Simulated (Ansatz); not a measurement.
Worked example: relaxation of cell and atoms of CsLuS2 (R-3m, 4 atoms in the cell) in Ansatz (an electronic-structure program).

Level of theory: PBEsol, default PAW files made with PBE (plane waves; Ansatz).

The change in words: atoms on their sites; basis.ecutwfc: 420 eV → 505 eV; relax: default → cell and atoms. Reference geometry:
```yaml
crystal:
  lattice:
    - [1.98803, 1.14779, 8.02099]
    - [-1.98803, 1.14779, 8.02099]
    - [0.00000, -2.29558, 8.02099]
  atoms:
    - { symbol: Cs, position: [0.00208, 0.00208, 0.00208] }
    - { symbol: Lu, position: [0.50000, 0.50000, 0.50000] }
    - { symbol: S, position: [0.77409, 0.77409, 0.77409] }
    - { symbol: S, position: [0.22591, 0.22591, 0.22591] }
```

Reference input (self-consistent single point, DFT, PBEsol, plane waves, default PAW files made with PBE): basis.ecutwfc = 420 eV; kpoints.mp_grid.grid = 7 7 7; hamiltonian.xc = pbesol; hamiltonian.pseudopotentials = {kind: paw} (the program's default PAW files); scf.occupations.method = fixed. This run's input differs from it in these lines:

Ansatz 0.2 input:
```diff
@@ -6,3 +6,3 @@
   atoms:
-    - { symbol: Cs, position: [0.002078, 0.002078, 0.002078] }
+    - { symbol: Cs, position: [0.000000, 0.000000, 0.000000] }
     - { symbol: Lu, position: [0.500000, 0.500000, 0.500000] }
@@ -11,3 +11,3 @@
 basis:
-  ecutwfc: 420.0
+  ecutwfc: 505.0
 kpoints:
@@ -19,2 +19,4 @@
   occupations: { method: fixed }
+relax:
+  cell: {}
 output:
```

The program printed (abridged):

```
   [... SCF lines of the steps left out ...]
relax step   1: F+E_penalty+E_count = -21974.43646996 eV  Δ(F+E_penalty+E_count) = +0.000e0 eV  max|allowed force component| = 9.538e-2 eV/Å  Δτ_max = 0.0000 Å  P = -1.067 GPa  Ω = 109.816 Å³  (7 SCF iters, dr2 threshold 1.00e-7 eV, accepted)
relax step   2: F+E_penalty+E_count = -21974.45029357 eV  Δ(F+E_penalty+E_count) = -1.382e-2 eV  max|allowed force component| = 1.875e-2 eV/Å  Δτ_max = 0.0291 Å  P = +0.055 GPa  Ω = 106.701 Å³  energy of the carried Pulay correction = +1.050e-4 eV  [...]
   [... lines left out ...]
relax step   4: F+E_penalty+E_count = -21974.45037517 eV  Δ(F+E_penalty+E_count) = -3.409e-5 eV  max|allowed force component| = 4.298e-4 eV/Å  Δτ_max = 0.0018 Å  P = -0.005 GPa  Ω = 106.900 Å³  energy of the carried Pulay correction = +9.821e-5 eV  [...]
relax step   5: F+E_penalty+E_count = -21974.45028241 eV  Δ(F+E_penalty+E_count) = +9.276e-5 eV  max|allowed force component| = 4.292e-4 eV/Å  Δτ_max = 0.0000 Å  P = -0.006 GPa  Ω = 106.900 Å³  stress off target by 1.25e-2 GPa  SCF on the basis [...]
basis re-selected at this cell: Δ(F+E_penalty+E_count) = +9.276e-5 eV, ΔP = -0.000 GPa vs the last step
the relaxation is at rest under the 12 symmetry operations that the run kept from its start: a minimum is not shown …
Free energy (F): -21974.450282 eV
Internal energy: -21974.450282 eV  (E = F + TS)
E sigma→0 (E₀):  -21974.450282 eV
Fermi energy:    7.902309 eV
--- Forces (eV/Å), atoms counted from 1 ---
  atom   1  Cs     0.00000000     0.00000000     0.00000000
  atom   2  Lu     0.00000000     0.00000000     0.00000000
   [... lines left out ...]
  cell:  # Å, volume = 106.8998 Å³
   [... lines left out ...]
  atoms:
    - { symbol: Cs, position: [-7.434379477517082e-20, -7.434379477517073e-20, -7.434379054665156e-20] }
    - { symbol: Lu, position: [0.49999999999999994, 0.49999999999999994, 0.4999999999999999] }
    - { symbol: S, position: [0.7730015523015612, 0.7730015523015612, 0.7730015523015611] }
    - { symbol: S, position: [0.22699844769843866, 0.22699844769843866, 0.22699844769843863] }
```

The run converged. 

Summary of the result:
- Free energy E − TS (on the zero of these files): -21974.4503 eV
- Top of the valence band (on the code's own zero): 7.90 eV
- Gap on the k-point mesh: 1.91 eV
- Pressure: -0.01 GPa
- Final cell: a = b = c = 8.230 Å, α = β = γ = 27.78°
- Final volume per atom: 26.72 Å³
- Relaxation steps: 5

The starting cell comes from a database of computed structures (which also holds hypothetical and non-ambient phases and stackings), without a prior relaxation at this level. Its lattice was rescaled by up to half a per cent. Spin-orbit coupling is off. The relaxation keeps the symmetry of its start, so its end need not be a minimum. Ansatz's pressure includes its estimate of the finite-basis (Pulay) stress.

Cost on one core of a shared machine: roughly 50 s.
